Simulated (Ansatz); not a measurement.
```xyz
2
Lattice="0.0000 2.0664 2.0664 2.0664 0.0000 2.0664 2.0664 2.0664 0.0000" Properties=species:S:1:pos:R:3 pbc="T T T"
Mg     0.0000     0.0000     0.0000
O      2.0664     2.0664     2.0664
```

All values below come from r2SCAN, rigid bands (plane waves, PAW, scalar-relativistic; Ansatz, an electronic-structure program). Condition of this run: hydrostatic pressure 10 GPa (the target of the relaxation). Cell: cell and atoms relaxed with r2SCAN, then loaded as said.

Task: Predict the hole conductivity mass (n e² τ/σ) at 300 K, by direction if it differs.

Result: 2.2 mₑ.

Task: What conductivity effective mass do dilute electrons have at 300 K?

Result: 0.39 mₑ.

Task: And the band gap?

Result: 6.25 eV at this level; semilocal functionals usually fall short of the measured gap.

Rigid bands, one relaxation time for all states, no polarons. Spin-orbit coupling is left out.
